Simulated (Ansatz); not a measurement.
The reference is BN (space group P6_422, No. 181; a = 2.5952 Å, c = 5.7967 Å; a hypothetical phase, not in the database extracts checked). Axes: x lies along a and z along c of the hexagonal cell.

The change: strain tensor (xx, yy, zz, yz, xz, xy) = (+2.69, +0.19, −1.94, −1.03, +0.39, +2.00) %, atoms relaxed at fixed cell.

Levels (all Ansatz, a quantum-chemistry and plane-wave program, PAW): PBEsol (420 eV, scalar-relativistic without spin-orbit coupling); r2SCAN (500 eV, spin-orbit coupling left out); HSE06 (420 eV, without spin-orbit coupling).

At the geometry relaxed with PBEsol, these levels gave the following band gaps, in shuffled order: (a) 4.49 eV, (b) 3.10 eV, (c) 3.73 eV.

### Question
Match each gap to its level.

### Answer
(a) HSE06; (b) PBEsol; (c) r2SCAN.

Single points use the geometry relaxed with PBEsol. HSE06 gaps are upper bounds (no full band path). Whether these cells are dynamically stable was not tested. The base started in P3_121 and relaxed to P6_422 at this level.
